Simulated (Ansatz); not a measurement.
Output of an Ansatz run (abridged):

```
WARN ansatz: RAYON_NUM_THREADS=1 ignored (pool sized by the plan → 1); use --threads N
Pseudopotentials: kind: paw
Pseudopotential: Lu, paw, valence charge 25
Pseudopotential: Au, paw, valence charge 19
Crystal: 6 atoms, lattice volume = 287.201 Å³
Basis set: ecut = 420 eV, 5615 PW (Γ)
Bands: 76, of which v1, the nominal top of the filled ones, is band 63 counted from 1 (62 counted from 0)
Symmetry: 16 space group operations
Space group: P4/nmm (ITA 129), of the structure as read, at distance tolerance 6.6e-5 Å
k-points: 15 of 64
PAW frozen core: Lu, regenerated for the run's functional, and the local potential with it
PAW frozen core: Au, regenerated for the run's functional, and the local potential with it
Initial density: superposition of atomic densities (neutral atoms: chi_scale 0, normalization atom), corrected by the library's trained network
Initial wavefunctions: pseudopotential atomic-orbital guess
Eigensolver: davidson
Functional: x = slater, c = lda
SCF iter   1: F=—  HF=-80448.065589 eV  |F-HF|=—  |Δ(HF+E_count)|=         —  Δρ=4.17e-3  dr2=1.21e-1  ethr=1.77e-3  ⟨swp⟩=6.7  Hψ=5070  notcnv=0  defer=7
all-band conjugate gradients solve this SCF's bands
preconditioner: auto → LDOS
SCF iter   2: F=—  HF=-80448.054580 eV  |F-HF|=—  |Δ(HF+E_count)|=   1.10e-2  Δρ=3.11e-3  dr2=3.31e-2  ethr=9.64e-5  ⟨swp⟩=2.7  Hψ=2409  notcnv=0  defer=88
SCF iter   3: F=—  HF=-80448.048030 eV  |F-HF|=—  |Δ(HF+E_count)|=   6.55e-3  Δρ=1.40e-3  dr2=1.15e-2  ethr=2.62e-5  ⟨swp⟩=3.1  Hψ=2567  notcnv=0  defer=88
SCF iter   4: F=—  HF=-80448.045234 eV  |F-HF|=—  |Δ(HF+E_count)|=   2.80e-3  Δρ=6.87e-4  dr2=2.55e-3  ethr=9.11e-6  ⟨swp⟩=2.1  Hψ=1925  notcnv=0  defer=26
SCF iter   5: F=—  HF=-80448.044747 eV  |F-HF|=—  |Δ(HF+E_count)|=   4.87e-4  Δρ=1.37e-4  dr2=9.59e-5  ethr=2.03e-6  ⟨swp⟩=2.0  Hψ=1854  notcnv=0  defer=26
SCF iter   6: F=—  HF=-80448.044343 eV  |F-HF|=—  |Δ(HF+E_count)|=   4.04e-4  Δρ=5.57e-5  dr2=1.53e-5  ethr=7.61e-8  ⟨swp⟩=2.1  Hψ=1995  notcnv=0  defer=26
SCF iter   7: F=—  HF=-80448.044345 eV  |F-HF|=—  |Δ(HF+E_count)|=   2.53e-6  Δρ=1.34e-5  dr2=3.66e-7  ethr=1.21e-8  ⟨swp⟩=2.0  Hψ=1906  notcnv=0  defer=26
SCF iter   8: F=-80448.044346 eV  HF=-80448.044346 eV  |F-HF|=1.58e-8  |Δ(HF+E_count)|=   5.98e-7  Δρ=4.90e-6  dr2=6.55e-8  ethr=7.94e-11  ⟨swp⟩=14.0  Hψ=7788  notcnv=0
SCF 1 converged in 8 iterations: F = -80448.044346 eV  dr2 = 6.55e-8
SCF converged after 8 iterations
Free energy (F): -80448.044346 eV
Harris-Foulkes:  -80448.044346 eV  (|F-HF|=1.58e-8)
Internal energy: -80448.019799 eV  (E = F + TS)
E sigma→0 (E₀):  -80448.032073 eV
Entropy (-TS):   -0.024547 eV (-4.091 meV/atom)
Fermi energy:    4.772358 eV
--- Per-component energies (eV) ---
  E_band       = -2537.729895
  E_kinetic    = 3256.717676
  E_local      = -153108.122534  (includes V_loc(G=0)·N_el)
  E_nonlocal   = 1493.975637
  E_hartree    = 74106.285146
  E_xc         = -1338.263549
  E_vxc        = -1614.000804  (∫ρ·V_xc dr)
  E_paw        = -51964.824169  (= ΣΔE_a)
  E_vpaw       = -778.845461  (= ΣTr[D̂ρ^β])
  E_aug_tail   = 0.005149  (compensation charges beyond the density's cutoff)
  E_ewald      = 47099.478704
  E_core_change = 6.728140  (= ΣΔE_core)
  E_smearing   = -0.024547  (= −TS)
  E_closure    = -0.000000  (closes the sum)
  Σ components = -80448.044346   (vs F -80448.044346, Δ=0.00e0)
--- Forces (eV/Å), atoms counted from 1 ---
  atom   1  Lu     0.00000000     0.00000000     0.33981967
  atom   2  Au     0.00000000     0.00000000    -0.62396999
  atom   3  Au     0.00000000     0.00000000     0.62396999
  atom   4  Lu     0.00000000     0.00000000    -0.33981967
  atom   5  Au     0.00000000     0.00000000     0.26694706
  atom   6  Au     0.00000000     0.00000000    -0.26694706
  max |Σ_I F_I| component: 0.00e0 eV/Å
--- Stress (GPa, compression-positive) ---
       -4.248115       0.000000       0.000000
        0.000000      -4.248115       0.000000
        0.000000       0.000000      -1.958807
  P = ⅓ Tr σ = -3.4850 GPa (-34.850 kbar)
  The stress holds the Pulay correction. Without it, at fixed plane waves, as pw.x and ABINIT print it: P = -3.5018 GPa
--- Band table (eV; the first three rows and the last of 15) ---
  k-point 0: bands = ["-101.4775", "-101.4736", "-100.9407", "-100.9407", "-52.8004", "-52.7857", "-52.7857", "-52.7762", "-52.7427", "-52.7427", "-52.2668", "-52.2668", "-52.2668", "-52.2668", "-52.1960", "-52.1957", "-51.7950", "-51.7927", [...]
  k-point 1: bands = ["-101.4773", "-101.4737", "-100.9407", "-100.9407", "-52.8006", "-52.7913", "-52.7840", "-52.7706", "-52.7442", "-52.7440", "-52.2681", "-52.2681", "-52.2667", "-52.2667", "-52.1955", "-52.1952", "-51.7940", "-51.7919", [...]
  k-point 2: bands = ["-101.4769", "-101.4741", "-100.9407", "-100.9407", "-52.8012", "-52.7983", "-52.7792", "-52.7634", "-52.7488", "-52.7473", "-52.2713", "-52.2713", "-52.2666", "-52.2666", "-52.1943", "-52.1941", "-51.7915", "-51.7900", [...]
  k-point 14: bands = ["-101.4754", "-101.4754", "-100.9406", "-100.9406", "-52.7958", "-52.7958", "-52.7863", "-52.7863", "-52.7418", "-52.7418", "-52.2714", "-52.2714", "-52.2714", "-52.2714", "-52.1923", "-52.1923", "-51.7895", "-51.7895", [...]
```

The structure:

```
CELL_PARAMETERS angstrom
      3.66316     0.00000     0.00000
      0.00000     3.66316     0.00000
      0.00000     0.00000    21.40292
ATOMIC_POSITIONS crystal
  Lu 0.00000 0.00000 0.60445
  Au 0.50000 0.50000 0.67294
  Au 0.00000 0.00000 0.32706
  Lu 0.50000 0.50000 0.39555
  Au 0.00000 0.00000 0.46404
  Au 0.50000 0.50000 0.53596
```

Problem. Write an input that gives this output.

Solution. Other spellings and defaults could give the same log, and not every line can be read from it. The input that was run (DFT, LDA (PW92), plane waves, default PAW files made with PBE):

Ansatz 0.2 input:
```yaml
crystal:
  lattice:
    - [3.66316400, 0.00000000, 0.00000000]
    - [0.00000000, 3.66316400, 0.00000000]
    - [0.00000000, 0.00000000, 21.40291500]
  atoms:
    - { symbol: Lu, position_ang: [0.00000000, 0.00000000, 12.93690636] }
    - { symbol: Au, position_ang: [1.83158200, 1.83158200, 14.40292043] }
    - { symbol: Au, position_ang: [0.00000000, 0.00000000, 6.99999457] }
    - { symbol: Lu, position_ang: [1.83158200, 1.83158200, 8.46600864] }
    - { symbol: Au, position_ang: [0.00000000, 0.00000000, 9.93189429] }
    - { symbol: Au, position_ang: [1.83158200, 1.83158200, 11.47102071] }
basis:
  ecutwfc: 420.0
kpoints:
  mp_grid: { grid: [8, 8, 1] }
hamiltonian:
  xc: lda
  pseudopotentials: { kind: paw }
scf:
  occupations: { method: gaussian, width: 0.1 }
output:
  forces: true
  eigenvalues: true
  stress: true
```

The starting cell comes from a database of computed structures (which also holds hypothetical and non-ambient phases and stackings), without a prior relaxation at this level. The slab is cut from that crystal, and its faces are unrelaxed. Its lattice was rescaled by up to half a per cent. Spin-orbit coupling is off.

Ansatz is an electronic-structure program.
